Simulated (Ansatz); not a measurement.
The reference is SiC (space group P6_3mc, No. 186; a = 3.095 Å, c = 15.187 Å).

Level of theory: plane-wave PAW DFT at the PBE level (Ansatz, a quantum-chemistry and plane-wave program, 420 eV), no SOC.

For the base:

```
Quantity               Value
-------------------  -------
Lattice parameter a  3.095 Å
```

It is then changed as follows: Pt takes the place of Si on all its sites; the structure is relaxed again.

Task: Predict the new lattice parameter a.

Result: The lattice parameter a grows by 0.203 Å (3.095 Å → 3.298 Å).

Whether these cells are dynamically stable was not tested. As relaxed here, PtC is a hypothetical phase, not in the database extracts checked. All final runs are without spin polarisation.
